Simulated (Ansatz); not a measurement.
Consider this model of molten Sn18Se36. The frame is taken from the liquid, at a set temperature of 1200 K (mean kinetic temperature of the stretch 1158 K), run with the CHGNet potential and a short-range wall. The volume is set by the preparation, not predicted. It is a model cell: composition and starting density were chosen by hand, and all elements were melted together. Levels lie close to the Fermi energy in this frame, and no moments were tried. The stretch lasted under a few ps.

```xyz
54
Lattice="11.8155 0.0000 0.0000 0.0000 11.8155 0.0000 0.0000 0.0000 11.8155" Properties=species:S:1:pos:R:3 pbc="T T T"
Sn     5.9425     7.5551     9.7380
Sn     7.9246     2.9013     3.5330
Sn     1.8607     8.8141    10.6872
Sn     4.5531     4.3133     4.2893
Sn     9.6537     2.4641    10.7213
Sn     1.1305     1.4979     9.6320
Sn     1.1733     3.4441     1.4522
Sn     5.5033     0.3962    11.2469
Sn    11.5845     0.0385     0.9741
Sn    10.0435     9.2833     8.2807
Sn     3.1505     4.6197    10.3008
Sn     9.1355     5.7710     9.5314
Sn     4.6185    10.1060     5.3884
Sn     4.2846     6.5873     0.8689
Sn     9.0392     7.3826     2.2433
Sn     9.6876    11.7318     6.1556
Sn     9.8980     4.0609     6.5441
Sn     0.2426     7.5055     4.1070
Se     2.7462    10.2705     8.3082
Se    11.0624    11.3121     9.8505
Se     0.4143     8.9278     1.5683
Se     2.1640     0.8854     0.4222
Se     2.1362     4.2468     5.5417
Se     4.2166     9.8248    11.3719
Se     6.6389     1.9919     1.5685
Se     8.2193     0.1585    11.5714
Se    10.2594     7.5139    10.9200
Se    11.7577     4.0673     9.3374
Se     6.7581     7.8568     0.7356
Se     9.3509    11.6770     2.9906
Se     7.6693     6.5287     7.6129
Se     7.1227     5.3153     1.6090
Se     3.7087     1.4117     8.3765
Se     8.0465    10.9782     7.9479
Se     5.3722     2.7795     9.6880
Se    10.4265     7.1457     6.0618
Se     7.0163    10.7682     3.2755
Se     1.2138     0.8318     4.0682
Se     4.3935     5.4860     7.8361
Se     3.4277     0.4572     4.0713
Se     6.2279     7.4269     5.6162
Se     5.4727     2.4539     5.5148
Se     3.9257     7.1760     3.7439
Se     3.6384     9.2639     2.6375
Se    10.1859     2.6594     1.9169
Se     0.4823     4.5378     3.7375
Se     2.1711     9.4998     6.1455
Se     2.8013     6.7969     8.6854
Se     7.6791     4.1886    11.4080
Se     3.8316     3.1504     1.6595
Se     0.3463     1.0886     6.4135
Se     0.3018     5.9286     0.8108
Se     8.5912     2.2136     7.8262
Se     7.8000     8.8124     4.7943
```

Computed with PBE, scalar-relativistic without spin-orbit coupling, PAW (Ansatz default set, large-core Se) (plane waves to 420 eV; Ansatz, a quantum-chemistry and plane-wave program). Sampling: one k-point at (1/4, 1/4, 1/4); Fermi-Dirac width 0.1 eV; no spin polarisation. One k-point is coarse where levels lie close to the Fermi energy, as here: forces can move by some tenths of an eV/Å on a denser mesh.

Problem. What static pressure (without the ions' kinetic part) does the frame have on this sampling and cutoff?

Solution. 0.82 GPa

Problem. What forces act on the atoms?

Solution. 
| atom | Fx | Fy | Fz |
|---|---|---|---|
| Sn1 | -0.41 | 0.07 | -0.10 |
| Sn2 | 0.14 | 0.30 | 1.15 |
| Sn3 | -0.41 | 0.02 | -0.01 |
| Sn4 | -0.97 | 0.97 | -1.23 |
| Sn5 | -0.02 | -0.74 | -0.06 |
| Sn6 | 0.72 | -0.07 | -0.45 |
| Sn7 | -0.02 | 0.22 | -0.34 |
| Sn8 | 0.29 | 0.73 | -0.19 |
| Sn9 | -0.74 | -1.24 | -0.08 |
| Sn10 | 0.15 | -0.72 | 0.29 |
| Sn11 | -0.26 | -0.23 | 0.07 |
| Sn12 | 0.71 | -1.19 | 0.66 |
| Sn13 | 0.00 | 0.24 | -0.03 |
| Sn14 | -0.22 | -0.08 | 0.68 |
| Sn15 | 0.25 | 0.22 | -0.31 |
| Sn16 | 0.28 | 1.00 | -0.98 |
| Sn17 | 0.54 | -0.03 | 0.13 |
| Sn18 | 1.04 | -0.32 | -0.23 |
| Se19 | 0.28 | 0.08 | -0.13 |
| Se20 | 0.29 | 0.47 | 0.79 |
| Se21 | -0.19 | 0.36 | -0.17 |
| Se22 | 0.08 | 0.18 | -0.60 |
| Se23 | -0.33 | 0.13 | -0.42 |
| Se24 | 0.21 | -0.53 | 0.07 |
| Se25 | -0.73 | -0.70 | -0.94 |
| Se26 | -0.27 | -0.11 | 0.01 |
| Se27 | 0.18 | 0.88 | 0.21 |
| Se28 | 0.11 | -0.13 | -0.21 |
| Se29 | -0.02 | 0.77 | -0.25 |
| Se30 | -1.18 | -0.25 | 0.96 |
| Se31 | -0.19 | 0.21 | -0.06 |
| Se32 | -0.13 | -0.31 | 1.30 |
| Se33 | 0.22 | 0.35 | 0.41 |
| Se34 | -1.16 | -0.81 | 0.98 |
| Se35 | -0.50 | -0.82 | -0.22 |
| Se36 | -0.30 | 0.14 | 0.03 |
| Se37 | 0.76 | -0.03 | 0.05 |
| Se38 | -0.84 | 0.14 | 0.40 |
| Se39 | 1.77 | -1.33 | -0.87 |
| Se40 | 0.73 | 0.24 | -0.14 |
| Se41 | -1.41 | -0.85 | 0.31 |
| Se42 | 1.01 | -1.37 | 0.55 |
| Se43 | -0.21 | -0.40 | -0.53 |
| Se44 | 0.22 | 0.51 | 0.46 |
| Se45 | 1.07 | -0.09 | -0.72 |
| Se46 | 0.30 | 0.54 | 1.57 |
| Se47 | -0.68 | -0.34 | 0.15 |
| Se48 | -2.02 | 1.62 | 0.63 |
| Se49 | -0.05 | 0.35 | -1.31 |
| Se50 | 0.31 | 1.10 | 0.74 |
| Se51 | 0.07 | 0.22 | -0.37 |
| Se52 | 0.13 | 0.00 | -0.10 |
| Se53 | -0.03 | -0.20 | -0.16 |
| Se54 | 1.48 | 0.84 | -1.39 |
(forces in eV/Å)
